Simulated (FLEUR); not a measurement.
Band structure of LiAl3 (I4/mmm, 4 atoms in the cell).

```xyz
4
Lattice="-2.0183 2.0183 4.0182 2.0183 -2.0183 4.0182 2.0183 2.0183 -4.0182" Properties=species:S:1:pos:R:3 pbc="T T T"
Li     0.0000     0.0000     0.0000
Al     0.0000     2.0183     2.0091
Al     2.0183     0.0000     2.0091
Al     0.0000     0.0000     4.0182
```

Computed with PBEsol, all-electron FLAPW (FLEUR), scalar-relativistic valence.

Settings: Kmax = 4.3 1/bohr; GmaxXC = 12.9 1/bohr; xcFunctional = PBEs; jspins = 1; l_soc = F; mode = hist; fermiSmearingEnergy = 0.00367493 Htr; mesh (inpgen div1-3) = 9 9 9; inpgen gamma flag = false; Gmax = 12.9 1/bohr; numbands = 0; maxIterBroyd = 15; imix = Anderson; alpha = 0.05.

The starting cell comes from a database of computed structures (which also holds hypothetical and non-ambient phases and stackings), without a prior relaxation at this level. Its lattice was rescaled by a random factor within 2.5 % of one. Values depend on the basis (sphere radii, cutoffs, local orbitals), which need not be converged.

Levels in eV from the Fermi level, bands 2 to 8:
| point | 2 | 3 | 4 | 5 | 6 | 7 | 8 |
|---|---|---|---|---|---|---|---|
| Γ | -2.03 | -0.37 | -0.25 | -0.25 | 0.59 | 0.59 | 1.28 |
| X | -5.69 | -3.96 | -3.85 | -3.33 | -1.17 | 2.23 | 2.57 |
| Y | -5.82 | -5.54 | -3.77 | -1.47 | 0.13 | 2.49 | 2.85 |
| S | -6.96 | -5.21 | -0.83 | 0.87 | 1.37 | 2.96 | 3.27 |
| Z | -7.02 | -1.98 | -1.98 | -0.79 | 0.83 | 6.20 | 6.34 |
| S1 | -6.96 | -5.21 | -0.83 | 0.87 | 1.37 | 2.96 | 3.27 |
| N | -6.72 | -2.87 | -2.49 | 0.35 | 0.92 | 1.86 | 3.32 |
| P | -5.27 | -5.27 | -4.11 | -0.86 | -0.86 | -0.48 | 1.18 |
| Y1 | -5.82 | -5.54 | -3.77 | -1.47 | 0.13 | 2.49 | 2.85 |
